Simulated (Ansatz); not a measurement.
An Ansatz (a first-principles code) input (Kohn–Sham DFT with the LDA functional, run in Ansatz with PAW and 420 eV plane waves, without spin-orbit coupling):

Ansatz 0.2 input:
```yaml
crystal:
  lattice:
    - [0, 2.8574251264, 2.8574251264]
    - [2.8574251264, 0, 2.8574251264]
    - [2.8574251264, 2.8574251264, 0]
  atoms:
    - { symbol: Ga, position: [0, 0, 0] }
    - { symbol: As, position: [0.25, 0.25, 0.25] }
basis: { ecutwfc: 420, ecutrho_ratio: 4, xc_grid: 2, fft_grid_basis: typed }
kpoints: { mp_grid: { grid: [10, 10, 10] } }
hamiltonian:
  xc: lda
  dispersion: none
  pseudopotentials: { kind: paw }
scf: { occupations: { method: fermi_dirac, width: 0.05 }, convergence: { dr2_threshold: 0.0000000002 } }
relax: { f_tol: 0.005, max_steps: 50 }
output: { forces: true, stress: true }
checkpoint: { write: state.ck, write_every: 1000 }
```

Question: Which symmetry and how many k-points will the program report, and about how many plane waves at Γ?

Answer: Space group F-43m (ITA 216) with 24 operations, k-points 47 of 1000, and 941 plane waves at Γ.

Question: And the final pressure?

Answer: -3.81 GPa (compression positive).

The cells carry an imposed strain or load. Stability against distortions was not tested. The final runs are not spin-polarised. The cell was made from GaAs in the zinc blende structure (space group F-43m, No. 216) by this change: isotropic strain +2.00 %.
